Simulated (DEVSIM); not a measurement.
Device: Au/SiO2/p-Ge capacitor, at 300 K.

Layer 1 from the left is SiO2, thickness (nm) 4.50. Layer 2 from the left is Ge, thickness (nm) 3000, Na (cm⁻³) 3.9e16.

Metal gate on the left, work function 5.1 eV. Fixed charge at the semiconductor interface -1e10 cm⁻² (in units of +e); no interface traps.

The device is made up for the run: typed textbook-type constants, with dimensions and the other settings drawn at random. Values at 300 K.

SiO2: gap (eV) 9, affinity (eV) 0.9, permittivity 3.9. Ge: gap (eV) 0.664, affinity (eV) 4, permittivity 16, Nc (cm⁻³) 1.04e19, Nv (cm⁻³) 6e18.

**Question.** Estimate by hand the flat-band voltage, the threshold voltage, and compare with a numerical solution.

**Answer.** 
- Flat-band voltage: C = 0.767 μF/cm², work-function difference 0.566 V; VFB = φms − qNf/C = 0.57 V; numerical 0.57 V.
- Threshold voltage: φF = 0.195 V, depletion charge √(4εqNφF) = 8.30e-8 C/cm²; VT = VFB + 2φF + Qd/C = 1.07 V; numerical 1.07 V.

Model (solved in DEVSIM): 1D Poisson equation in equilibrium, Boltzmann statistics, complete ionisation; no quantum confinement or tunnelling. Metal contacts follow the ideal Schottky-Mott rule: no Fermi-level pinning, no interface dipoles.
